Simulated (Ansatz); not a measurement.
Consider Bi2Se3 in the Bi2Te3 type structure (space group R-3m, No. 166).

```yaml
crystal:
  lattice:
    - [2.07230, 1.19644, 9.75526]
    - [-2.07230, 1.19644, 9.75526]
    - [0.00000, -2.39289, 9.75526]
  atoms:
    - { symbol: Bi, position: [0.39938, 0.39938, 0.39938] }
    - { symbol: Bi, position: [0.60062, 0.60062, 0.60062] }
    - { symbol: Se, position: [0.00000, 0.00000, 0.00000] }
    - { symbol: Se, position: [0.21420, 0.21420, 0.21420] }
    - { symbol: Se, position: [0.78580, 0.78580, 0.78580] }
```

Method: r2SCAN+rVV10 (Ansatz, a first-principles code), without spin-orbit coupling.

One thing is altered: Te takes the place of Se on all its sites; the structure is relaxed again.

Measured lattice parameter a: Bi2Se3 4.143 Å (temperature not stated; as listed in Xin Luo, Michael B. Sullivan, Su Ying Quek, Physical Review B (2012)); Bi2Te3 4.386 Å (temperature not stated; as listed in Xin Luo, Michael B. Sullivan, Su Ying Quek, Physical Review B (2012)).

Task: How well does r2SCAN+rVV10 reproduce the measured shift?

Result: With r2SCAN+rVV10 the lattice parameter a moves by +0.250 Å (4.145 → 4.394) against +0.243 Å measured.

No phonon test of stability was made.
